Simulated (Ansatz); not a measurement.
Be3Ir (model structure, started from the Cu3Au type, Pm-3m, No. 221, 4 atoms in the cell), treated with PBEsol (PAW; Ansatz, a program for electronic structure).

Settings: plane-wave cutoff 520 eV, 16×16×16 k mesh, Fermi–Dirac smearing 0.05 eV, no spin polarisation, scalar-relativistic PAW data made under PBE.

Cell (relaxed at this level):

Space group Pm-3m (No. 221); a = b = c = 3.3747 Å, α = β = γ = 90.00°

```tsv
atom	site	symmetry	x	y	z
Be	3c	4/mm.m	0.0000	0.5000	0.5000
Ir	1a	m-3m	0.0000	0.0000	0.0000
```

Problem. Give the computed bulk modulus B0.

Solution. 
* **bulk modulus B0**: 191 GPa

Note: the run has no spin polarisation, so it can have missed a magnetic state; the bulk modulus is −V dP/dV from two relaxed cells at ±2 % in volume; the relaxation could raise the start's symmetry but not lower it, so the cell can be a saddle point.

Spin–orbit coupling is not included.

Computed values are for the static lattice.

Computing time: very roughly 50 core-seconds.

A model structure was made by putting elements into a prototype or built by hand; it is no filed structure, need not be a known phase, and can be a saddle point held by its symmetry.
